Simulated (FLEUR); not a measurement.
Worked example: self-consistent single point of BaMg3 (Pmm2, 4 atoms in the cell) in FLEUR.

Method of the run: LDA (Vosko-Wilk-Nusair), all-electron FLAPW (FLEUR), scalar-relativistic valence.

The change in words: lattice scaled by 0.98. Reference geometry:
```yaml
crystal:
  lattice:
    - [3.63340, 0.00000, 0.00000]
    - [0.00000, 5.19982, 0.00000]
    - [0.00000, 0.00000, 6.71728]
  atoms:
    - { symbol: Ba, position: [0.00000, 0.00000, 0.15934] }
    - { symbol: Mg, position: [0.50000, 0.00000, 0.65900] }
    - { symbol: Mg, position: [0.50000, 0.50000, 0.40545] }
    - { symbol: Mg, position: [0.00000, 0.50000, 0.77620] }
```

Reference input (self-consistent single point, DFT, LDA (Vosko-Wilk-Nusair), all-electron FLAPW (FLEUR), scalar-relativistic valence): Kmax = 3.8 1/bohr; GmaxXC = 15.2 1/bohr; xcFunctional = vwn; jspins = 1; l_soc = F; mode = gauss; fermiSmearingEnergy = 0.00367493 Htr; mesh (inpgen div1-3) = 7 5 4; inpgen gamma flag = true; Gmax = 15.2 1/bohr; numbands = 0; maxIterBroyd = 25. This run's input differs from it in these lines:

```diff
@@ -3,5 +3,5 @@
 &input film=f /
-6.8661309012 0.0000000000 0.0000000000
-0.0000000000 9.8262281384 0.0000000000
-0.0000000000 0.0000000000 12.6938251716
+6.7288082832 0.0000000000 0.0000000000
+0.0000000000 9.6297041804 0.0000000000
+0.0000000000 0.0000000000 12.4399480257
 1.0
@@ -46,5 +46,5 @@
          <bravaisMatrix>
-            <row-1>    6.8661309012000000     0.0000000000000000     0.0000000000000000</row-1>
-            <row-2>    0.0000000000000000     9.8262281383999994     0.0000000000000000</row-2>
-            <row-3>    0.0000000000000000     0.0000000000000000    12.6938251716000003</row-3>
+            <row-1>    6.7288082832000002     0.0000000000000000     0.0000000000000000</row-1>
+            <row-2>    0.0000000000000000     9.6297041803999992     0.0000000000000000</row-2>
+            <row-3>    0.0000000000000000     0.0000000000000000    12.4399480256999997</row-3>
          </bravaisMatrix>
```

Output, abridged:

```
 Iteration:     1   Distance:       3.00582761 me/bohr^3
 Iteration:     2   Distance:       2.81297112 me/bohr^3
 Iteration:     3   Distance:       1.40828382 me/bohr^3
 Iteration:     4   Distance:       0.48175006 me/bohr^3
 Iteration:     5   Distance:       0.42841641 me/bohr^3
   [... 8 lines left out ...]
 Iteration:    14   Distance:       0.00011731 me/bohr^3
 Iteration:    15   Distance:       0.00002601 me/bohr^3
 Iteration:    16   Distance:       0.00001934 me/bohr^3
 Iteration:    17   Distance:       0.00000492 me/bohr^3
 Reset of history
 Run finished successfully
 Stop message:
   Structural relaxation: new displacements generated

[file out, last iteration]
             iter=     18
[...]
          total density-effective poten   -1.4603250153E+04
          total charge density-energy d   -2.3888979572E+02
 Updated energy parameters for spin:           1
[...]
 fermi energy and band-weighting factors:

[...]
FERMIE:
          first approx. to ef    (T=0)  :   0.178072 htr   (energy of the highest occ. eigenvalue)
          number of occ. states  (T=0)  :        719
          first approx. to seigv (T=0)  : -43.393237 htr
          sum of weights of occ. states :  20.021429
          sum of semicore charge        :   0.000000 e
          fermi energy=   0.17835 har   work function=  -4.85302 ev
          number of valence electrons=  40.00000
   [... lines left out ...]
          total moment                 =     0.00000
 Direct bandgap for spin            1 :    1.0593676391241869E-002  Htr
 ---->    free energy=                     -8731.7167317103 htr
   [... lines left out ...]
 TOTAL FORCE FOR ATOM TYPE=  2  X=  3.364   Y=  0.000   Z= -4.242
                       FX_TOT= 0.000000 FY_TOT= 0.000000 FZ_TOT=-0.000053
 TOTAL FORCE FOR ATOM TYPE=  3  X=  3.364   Y=  4.815   Z=  5.044
                       FX_TOT= 0.000000 FY_TOT= 0.000000 FZ_TOT=-0.001028
 TOTAL FORCE FOR ATOM TYPE=  4  X=  0.000   Y=  4.815   Z= -2.784
                       FX_TOT= 0.000000 FY_TOT= 0.000000 FZ_TOT= 0.001777
```

The run converged in 17 iterations. FLEUR gives forces in its relaxation mode, with a further iteration, so its stop message speaks of a relaxation. Against the reference run the total energy falls by 6.9 meV/atom and the largest force goes from 0.026 to 0.091 eV/Å.

The starting cell comes from a database of computed structures (which also holds hypothetical and non-ambient phases and stackings), without a prior relaxation at this level. Its lattice was rescaled by a random factor within 2.5 % of one. For this run, on top of that: lattice scaled by 0.98. Values depend on the basis (sphere radii, cutoffs, local orbitals), which need not be converged. The log's line on a gap gives a spacing of levels on this mesh, which the program prints for metals too.

Cost on one core of a shared machine: roughly 4 min.
